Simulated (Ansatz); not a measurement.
Results of r²SCAN (Ansatz, a first-principles code, PAW) for CsCl-type FeAl.

Numerical settings: plane-wave cutoff 500 eV, 18×18×18 k mesh, Fermi–Dirac smearing 0.1 eV, no spin polarisation, scalar-relativistic PAW data made under PBE.

Computed at the level's own relaxed cell.

Predict the volume per atom and lattice parameter a.


* **volume per atom**: 11.51 Å³/atom
* **lattice parameter a**: 2.845 Å

Measured, for comparison: equilibrium volume per atom 12.32 Å³/atom, lattice constant a 2.910 Å (room temperature, not corrected to a static lattice; as tabulated in Liu et al. (2023), doi:10.1107/s2414314623010659). Computed (rounded) less measured: equilibrium volume per atom -6.6 %, lattice constant a -2.2 %.

Static lattice: no zero-point or thermal effects.

Computing time: around 50 core-seconds (rough).
